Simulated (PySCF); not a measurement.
PySCF 2.14.0, BP86/def2-svp, df: Mo(O)2(OH)(SH) ([O]=[Mo](=[O])([OH])[SH]), 7 atoms. The geometry is a generated start, not checked to be a minimum at this level.

- task = energy
- method = bp86
- basis = def2-svp
- two-electron scheme = density fitting
- mol.max_memory = 3000 MB
- mf.max_cycle = 100
- mf.init_guess = minao (default)
- mf.DIIS = CDIIS (default)
- mf.diis_space = 8 (default)
- mf.conv_tol = 1e-09 (default)
- mf.grids.level = 3 (default)
- effective core potentials = those of the basis set, past Kr
- basis functions = 101
- grid points = 103184

```xyz
7

Mo     0.4831    -0.0532     0.3418
O      1.4320    -0.9071    -0.6776
O      0.6924    -0.2912     1.9445
O      0.1383     1.5932    -0.1364
H      0.0496     2.5337    -0.3210
S     -1.5324    -1.1965     0.0352
H     -1.2630    -1.6789    -1.1866
```

Charge 0 and multiplicity 1 are set for this test and not shown to be the ground state.

One run each on 2 threads, 1 BLAS thread. Values of level_shift (Hartree) tried: 0 (default), 0.1, 0.3, 1.

Which value of level_shift (Hartree) needs the fewest Fock builds, and what happens away from it?

Fewest Fock builds, within one of each other: 0 (default) with 17, 0.1 with 16. The count rises to 46 at 1. All converge to one solution.

```tsv
level_shift (Hartree)	Fock builds	end
0 (default)	17	same solution
0.1	16	same solution
0.3	20	same solution
1	46	same solution
```
